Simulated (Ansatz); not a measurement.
Ansatz (a first-principles code) run on GaGeTe (R3m, 6 atoms in the cell): self-consistent single point

Method: PBEsol, default PAW files made with PBE (plane waves; Ansatz).

Input as run:

Ansatz 0.2 input:
```yaml
crystal:
  lattice:
    - [2.029977, 1.172007, 11.968892]
    - [-2.029977, 1.172007, 11.968892]
    - [0.000000, -2.344015, 11.968892]
  atoms:
    - { symbol: Ga, position: [0.255982, 0.255982, 0.255982] }
    - { symbol: Ga, position: [0.745410, 0.745410, 0.745410] }
    - { symbol: Ge, position: [0.322240, 0.322240, 0.322240] }
    - { symbol: Ge, position: [0.677760, 0.677760, 0.677760] }
    - { symbol: Te, position: [0.113630, 0.113630, 0.113630] }
    - { symbol: Te, position: [0.886370, 0.886370, 0.886370] }
basis:
  ecutwfc: 420.0
kpoints:
  mp_grid: { grid: [5, 5, 5] }
hamiltonian:
  xc: pbesol
  pseudopotentials: { kind: paw }
scf:
  occupations: { method: gaussian, width: 0.05 }
output:
  forces: true
  eigenvalues: true
  stress: true
```

Log, with long lists cut:

```
WARN ansatz: RAYON_NUM_THREADS=1 ignored (pool sized by the plan → 1); use --threads N
basis.fft_grid_basis auto: the FFT boxes are laid along the combinations [[1, 0, -1], [0, 1, -1], [0, 0, 1]] of the cell's own vectors, 4.060, 4.060 and 12.196 …
Pseudopotentials: kind: paw
Pseudopotential: Ga, paw, valence charge 13
Pseudopotential: Ge, paw, valence charge 14
Pseudopotential: Te, paw, valence charge 16
Crystal: 6 atoms, lattice volume = 170.855 Å³
Basis set: ecut = 420 eV, 3377 PW (Γ), FFT grids on a1−a3, a2−a3, a3, exchange–correlation on 60×60×180 points (8 copies of the dense FFT grid, shifted against one another)
Bands: 52, of which v1, the nominal top of the filled ones, is band 43 counted from 1 (42 counted from 0)
Symmetry: 6 space group operations
Space group: R3m (ITA 160), of the structure as read, at distance tolerance 5.5e-5 Å
k-points: 19 of 125 (time reversal used)
PAW frozen core: Ga, regenerated for the run's functional, and the local potential with it
PAW frozen core: Ge, regenerated for the run's functional, and the local potential with it
PAW frozen core: Te, regenerated for the run's functional, and the local potential with it
Initial density: superposition of atomic densities (neutral atoms: chi_scale 0, normalization atom), corrected by the library's trained network
Initial wavefunctions: pseudopotential atomic-orbital guess
Eigensolver: davidson
Functional: x = pbesol(κ = 0.804, μ = 0.12345679012345678), c = pbesol(β = 0.046)
SCF iter   1: F=—  HF=-29797.565027 eV  |F-HF|=—  |Δ(HF+E_count)|=         —  Δρ=2.30e-3  dr2=1.43e-2  ethr=1.77e-3  ⟨swp⟩=6.7  Hψ=3722  notcnv=0  defer=5
all-band conjugate gradients solve this SCF's bands
preconditioner: auto → Resta (q_TF=auto, 2.433 Å⁻¹)
SCF iter   2: F=—  HF=-29797.556960 eV  |F-HF|=—  |Δ(HF+E_count)|=   8.07e-3  Δρ=1.23e-3  dr2=3.58e-3  ethr=1.67e-5  ⟨swp⟩=2.0  Hψ=1798  notcnv=0  defer=29
SCF iter   3: F=—  HF=-29797.556850 eV  |F-HF|=—  |Δ(HF+E_count)|=   1.11e-4  Δρ=4.43e-4  dr2=1.46e-3  ethr=4.16e-6  ⟨swp⟩=2.3  Hψ=1727  notcnv=0  defer=29
SCF iter   4: F=—  HF=-29797.556704 eV  |F-HF|=—  |Δ(HF+E_count)|=   1.45e-4  Δρ=1.95e-4  dr2=1.31e-4  ethr=1.70e-6  ⟨swp⟩=2.0  Hψ=1041  notcnv=0  defer=29
SCF iter   5: F=—  HF=-29797.556749 eV  |F-HF|=—  |Δ(HF+E_count)|=   4.41e-5  Δρ=7.51e-5  dr2=1.52e-5  ethr=1.52e-7  ⟨swp⟩=3.0  Hψ=1743  notcnv=0  defer=29
SCF iter   6: F=—  HF=-29797.556747 eV  |F-HF|=—  |Δ(HF+E_count)|=   1.26e-6  Δρ=3.17e-5  dr2=2.56e-6  ethr=1.77e-8  ⟨swp⟩=2.0  Hψ=1553  notcnv=0  defer=29
SCF iter   7: F=—  HF=-29797.556748 eV  |F-HF|=—  |Δ(HF+E_count)|=   1.00e-6  Δρ=1.22e-5  dr2=2.56e-7  ethr=2.97e-9  ⟨swp⟩=2.0  Hψ=1553  notcnv=0  defer=29
SCF iter   8: F=-29797.556749 eV  HF=-29797.556749 eV  |F-HF|=2.13e-8  |Δ(HF+E_count)|=   2.04e-7  Δρ=4.53e-6  dr2=2.77e-8  ethr=1.16e-10  ⟨swp⟩=10.3  Hψ=4134  notcnv=0
SCF 1 converged in 8 iterations: F = -29797.556749 eV  dr2 = 2.77e-8
SCF converged after 8 iterations
Free energy (F): -29797.556749 eV
Harris-Foulkes:  -29797.556749 eV  (|F-HF|=2.13e-8)
Internal energy: -29797.556749 eV  (E = F + TS)
E sigma→0 (E₀):  -29797.556749 eV
Fermi energy:    7.343980 eV
--- Per-component energies (eV) ---
  E_band       = -1046.025919
  E_kinetic    = 815.680613
  E_local      = -13426.083766  (includes V_loc(G=0)·N_el)
  E_nonlocal   = 1075.547632
  E_hartree    = 6574.996704
  E_xc         = -533.138637
  E_vxc        = -453.135089  (∫ρ·V_xc dr)
  E_paw        = -17025.664247  (= ΣΔE_a)
  E_vpaw       = -2208.020450  (= ΣTr[D̂ρ^β])
  E_aug_tail   = 0.000000  (compensation charges beyond the density's cutoff)
  E_ewald      = -7283.206506
  E_core_change = 4.311458  (= ΣΔE_core)
  E_smearing   = -0.000000  (= −TS)
  E_closure    = -0.000000  (closes the sum)
  Σ components = -29797.556749   (vs F -29797.556749, Δ=0.00e0)
--- Forces (eV/Å), atoms counted from 1 ---
  atom   1  Ga    -0.00000000     0.00000001    -0.66720927
  atom   2  Ga     0.00000000     0.00000000    -0.01372954
  atom   3  Ge     0.00000000    -0.00000001     0.39223834
  atom   4  Ge     0.00000000     0.00000000    -0.01300438
  atom   5  Te    -0.00000000    -0.00000000     0.06442507
  atom   6  Te    -0.00000000    -0.00000000     0.23727513
  max |Σ_I F_I| component: 4.65e-6 eV/Å
--- Stress (GPa, compression-positive) ---
       -0.217900       0.000000       0.000000
        0.000000      -0.217900      -0.000000
        0.000000      -0.000000       0.274217
  P = ⅓ Tr σ = -0.0539 GPa (-0.539 kbar)
  The stress holds the Pulay correction. Without it, at fixed plane waves, as pw.x and ABINIT print it: P = -0.0807 GPa
--- Band table (eV; the first three rows and the last of 19) ---
  k-point 0: bands = ["-29.6712", "-29.6712", "-29.6168", "-29.6168", "-29.5987", "-29.5602", "-29.5602", "-29.5152", "-29.5152", "-29.5001", "-17.3678", "-17.3678", "-17.3043", "-17.3043", "-17.2639", "-17.2345", "-17.1459", "-17.1459", "-17.1201", [...]
  k-point 1: bands = ["-29.6711", "-29.6699", "-29.6172", "-29.6169", "-29.5980", "-29.5601", "-29.5589", "-29.5156", "-29.5153", "-29.4994", "-17.3775", "-17.3716", "-17.2988", "-17.2845", "-17.2688", "-17.2228", "-17.1666", "-17.1616", "-17.1133", [...]
  k-point 2: bands = ["-29.6711", "-29.6678", "-29.6179", "-29.6170", "-29.5969", "-29.5601", "-29.5569", "-29.5163", "-29.5155", "-29.4983", "-17.3861", "-17.3624", "-17.3151", "-17.2813", "-17.2586", "-17.1891", "-17.1880", "-17.1656", "-17.1251", [...]
  k-point 18: bands = ["-29.6711", "-29.6699", "-29.6172", "-29.6169", "-29.5980", "-29.5601", "-29.5589", "-29.5156", "-29.5153", "-29.4994", "-17.3775", "-17.3716", "-17.2988", "-17.2845", "-17.2688", "-17.2228", "-17.1666", "-17.1616", [...]
```

The run converged in 8 iterations.

The starting cell comes from a database of computed structures (which also holds hypothetical and non-ambient phases and stackings), without a prior relaxation at this level. Its lattice was rescaled by up to half a per cent. One atom was moved a little off its site on purpose. Spin-orbit coupling is off. Ansatz's pressure includes its estimate of the finite-basis (Pulay) stress. Another mesh or the band path of this cell gives a smaller gap, so this value is not converged in the mesh.
